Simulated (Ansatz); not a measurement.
System: N vacancy in zinc-blende BN (charge state -1). All values below come from PBE, PAW (plane waves to 420 eV; Ansatz, a first-principles code).

Settings: 64 host sites, the relaxed PBE lattice, a 2×2×2 k-point mesh shifted by half a step, smearing 0.01 eV, spin-restricted, no image-charge correction. No zero-point or tunnelling terms. The charge state is imposed; whether it is stable for some Fermi level was not computed. Forms of the defect that were not tried may lie lower.

Barriers: single points on a 3×3×3 k-point mesh shifted by half a step at the bands' geometries.

Relaxed starting cell (atoms counted from 1):

```xyz
63
Lattice="7.2497 0.0000 0.0000 0.0000 7.2497 0.0000 0.0000 0.0000 7.2497" Properties=species:S:1:pos:R:3 pbc="T T T"
B      0.0044     0.0122     0.0351
B      0.1763    -0.1407     3.4557
B     -0.0011     3.6218     0.0019
B     -0.0221     3.6594     3.6550
B      3.5986     0.0078     0.0341
B      3.5978     0.0120     3.6281
B      3.6263     3.6205     0.0065
B      3.6305     3.6219     3.6335
N      0.9045     0.9091     6.3530
N      0.9047     4.5343     2.7282
N      0.9045     4.5334     6.3528
N      4.5295     0.9089     2.7281
N      4.5294     0.9085     6.3528
N      4.5294     4.5335     2.7278
N      4.5295     4.5334     6.3530
B      0.1872     1.9630     2.0103
B      0.0051     1.8062     5.4215
B     -0.0215     5.4094     1.8022
B     -0.0011     5.4449     5.4543
B      3.5979     1.8060     1.8287
B      3.5979     1.8085     5.4213
B      3.6309     5.4449     1.8223
B      3.6261     5.4464     5.4495
N      0.9222     2.7649     0.9081
N      0.8869     2.7651     4.5480
N      0.8877     6.3032     0.9085
N      0.9214     6.3029     4.5477
N      4.5269     2.7113     0.9183
N      4.5319     2.7110     4.5379
N      4.5318     6.3554     0.9182
N      4.5271     6.3556     4.5377
B      1.6329    -0.1408     2.0000
B      1.8047     0.0122     5.4212
B      1.8315     3.6592     1.8011
B      1.8102     3.6219     5.4540
B      5.4614     0.0119     1.8279
B      5.4602     0.0079     5.4219
B      5.4281     3.6219     1.8223
B      5.4328     3.6204     5.4498
N      2.6618     0.9058     0.9709
N      2.6631     0.9104     4.4866
N      2.7313     4.5510     0.9014
N      2.7308     4.5165     4.5542
N      6.3960     0.9104     0.9696
N      6.3969     0.9059     4.4851
N      6.3278     4.5167     0.9017
N      6.3277     4.5510     4.5547
B      1.8038     1.8060     0.0347
B      1.6228     1.9631     3.4463
B      1.8103     5.4450     0.0017
B      1.8307     5.4091     3.6540
B      5.4611     1.8086     0.0348
B      5.4608     1.8058     3.6275
B      5.4327     5.4464     0.0066
B      5.4280     5.4451     3.6335
N      2.7244     2.7648     2.7103
N      2.7144     2.7111     6.3553
N      2.7244     6.3030     2.7449
N      2.7144     6.3556     6.3505
N      6.3344     2.7649     2.7456
N      6.3445     2.7112     6.3504
N      6.3347     6.3031     2.7110
N      6.3443     6.3555     6.3553
```
Cell charge -1.

End state 1 differs by these moves (Å; atoms that move under 0.08 Å are left out):

| atom | element | Δx | Δy | Δz |
|---|---|---|---|---|
| 2 | B | -0.17 | 0.17 | 0.19 |
| 4 | B | -0.13 | -0.22 | 0.17 |
| 16 | B | -0.18 | -0.14 | -0.16 |
| 17 | B | -0.15 | 0.20 | -0.16 |
| 25 | N | 0.02 | -1.80 | -1.76 |
| 32 | B | 0.17 | 0.17 | -0.15 |
| 35 | B | 0.15 | -0.17 | -0.18 |
| 41 | N | 0.10 | -0.01 | 0.07 |
| 45 | N | -0.10 | 0.00 | 0.04 |
| 49 | B | 0.33 | 0.03 | 0.37 |

Problem. What forward and backward barriers to end state 1 does PBE, PAW give?

Solution. forward 5.12 eV, backward 5.12 eV; at the saddle point atom 25 has neighbours B at 1.46, B at 1.56, B at 1.73, B at 1.90; N at 2.08 Å. The check of the saddle point's order was inconclusive.
